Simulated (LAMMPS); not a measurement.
Molecular dynamics of a melt made from Al (fcc), 4000 atoms, at 1210 K and 0 GPa, brought to that temperature within a few picoseconds.

Level of theory: classical MD, pair style eam/fs, file AlFe_mm.eam.fs, run in LAMMPS.

Problem. Predict the state found, the mean frequency of the vibrational (phonon) density of states, the self-diffusion coefficient of Al (not corrected for cell size).

Solution. state found: liquid; mean frequency of the vibrational (phonon) density of states: 5.1 THz; self-diffusion coefficient of Al (not corrected for cell size): (8.82 ± 0.05) × 10^-5 cm²/s.

Caution: the potential EAM-type AlFe_mm.eam.fs is made for dilute Fe in Al.
